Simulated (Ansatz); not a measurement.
Input and output of a self-consistent single point for MgO (P6_3/mmc, 4 atoms in the cell) (Ansatz, an electronic-structure program).

Computed with PBEsol, default PAW files made with PBE (plane waves; Ansatz).

```
MgO
1.0
    3.51776     0.00000     0.00000
   -1.75888     3.04647     0.00000
    0.00000     0.00000     4.21564
Mg O
2 2
Direct
  0.66667   0.33333   0.75000
  0.33333   0.66667   0.25000
  0.66667   0.33333   0.25000
  0.33333   0.66667   0.75000
```

Reference input (self-consistent single point, DFT, PBEsol, plane waves, default PAW files made with PBE): basis.ecutwfc = 420 eV; kpoints.mp_grid.grid = 11 11 8; hamiltonian.xc = pbesol; hamiltonian.pseudopotentials = {kind: paw} (the program's default PAW files); scf.occupations.method = fixed. This run's input differs from it in these lines:

Ansatz 0.2 input:
```diff
@@ -11,3 +11,3 @@
 basis:
-  ecutwfc: 420.0 eV
+  ecutwfc: 545.0 eV
 kpoints:
```

Output (repeated stretches shortened):

```
SCF iter   1: F=—  HF=-4951.506815 eV  |F-HF|=—  |Δ(HF+E_count)|=         —  Δρ=1.33e-2  dr2=6.71e-2  ethr=1.77e-3  ⟨swp⟩=4.8  Hψ=6630  notcnv=0  defer=157
all-band conjugate gradients solve this SCF's bands
preconditioner: auto → Resta (q_TF=auto, 2.576 Å⁻¹)
SCF iter   2: F=—  HF=-4951.487996 eV  |F-HF|=—  |Δ(HF+E_count)|=   1.88e-2  Δρ=2.57e-3  dr2=9.39e-4  ethr=2.10e-4  ⟨swp⟩=2.0  Hψ=2802  notcnv=0  defer=160
SCF iter   3: F=—  HF=-4951.487728 eV  |F-HF|=—  |Δ(HF+E_count)|=   2.68e-4  Δρ=9.83e-4  dr2=2.39e-4  ethr=2.93e-6  ⟨swp⟩=3.0  Hψ=3039  notcnv=0  defer=160
SCF iter   4: F=—  HF=-4951.487728 eV  |F-HF|=—  |Δ(HF+E_count)|=   3.03e-7  Δρ=2.47e-4  dr2=2.17e-5  ethr=7.48e-7  ⟨swp⟩=2.0  Hψ=2872  notcnv=0  defer=70
SCF iter   5: F=—  HF=-4951.487822 eV  |F-HF|=—  |Δ(HF+E_count)|=   9.32e-5  Δρ=3.49e-5  dr2=5.74e-7  ethr=6.79e-8  ⟨swp⟩=2.0  Hψ=2002  notcnv=0  defer=1
SCF iter   6: F=-4951.487822 eV  HF=-4951.487822 eV  |F-HF|=5.06e-9  |Δ(HF+E_count)|=   5.12e-7  Δρ=5.46e-6  dr2=1.77e-8  ethr=3.13e-10  ⟨swp⟩=6.0  Hψ=7100  notcnv=0
SCF 1 converged in 6 iterations: F = -4951.487822 eV  dr2 = 1.77e-8
Free energy (F): -4951.487822 eV
Internal energy: -4951.487822 eV  (E = F + TS)
E sigma→0 (E₀):  -4951.487822 eV
Fermi energy:    5.798677 eV
--- Forces (eV/Å), atoms counted from 1 ---
  atom   1  Mg    -0.00000000     0.00000000     0.00000000
   [... zero for the other atoms too ...]
--- Stress (GPa, compression-positive) ---
       -2.344943      -0.000000       0.000000
       -0.000000      -2.344943       0.000000
        0.000000       0.000000      -2.232687
  P = ⅓ Tr σ = -2.3075 GPa (-23.075 kbar)
  The stress holds the Pulay correction. Without it, at fixed plane waves, as pw.x and ABINIT print it: P = -2.3186 GPa
```

The run converged in 6 iterations. Against the reference run the free energy falls by 3.0 meV/atom, the pressure moves little (-2.34 to -2.31 GPa) and the gap on the mesh hardly changes (3.185 to 3.186 eV).

The starting cell comes from a database of computed structures (which also holds hypothetical and non-ambient phases and stackings), without a prior relaxation at this level. Its lattice was rescaled by a random factor within 2.5 % of one. Ansatz's pressure includes its estimate of the finite-basis (Pulay) stress.
